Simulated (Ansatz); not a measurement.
Given:

```xyz
2
Lattice="0.0464 2.3747 2.3747 2.3747 0.0464 2.3747 2.3747 2.3747 0.0464" Properties=species:S:1:pos:R:3 pbc="T T T"
B      0.0048     0.0048     0.0048
As     1.1941     1.1941     1.1941
```

Calculation: r2SCAN with spin-orbit coupling, rigid bands (plane waves, PAW; Ansatz, a first-principles code). Condition of this run: biaxial stress in (111) of 9.6 GPa (compression positive) (the target of the relaxation). Cell: cell and atoms relaxed with PBEsol, then loaded as said.

**Question.** What conductivity effective mass do dilute holes have at 300 K?

**Answer.** 0.30 mₑ.

**Question.** What conductivity effective mass do dilute electrons have at 300 K?

**Answer.** 0.31 mₑ.

**Question.** And the band gap?

**Answer.** 1.11 eV at this level; semilocal functionals usually fall short of the measured gap.

Rigid bands, one relaxation time for all states, no polarons. Geometry: cell and atoms relaxed with PBEsol.
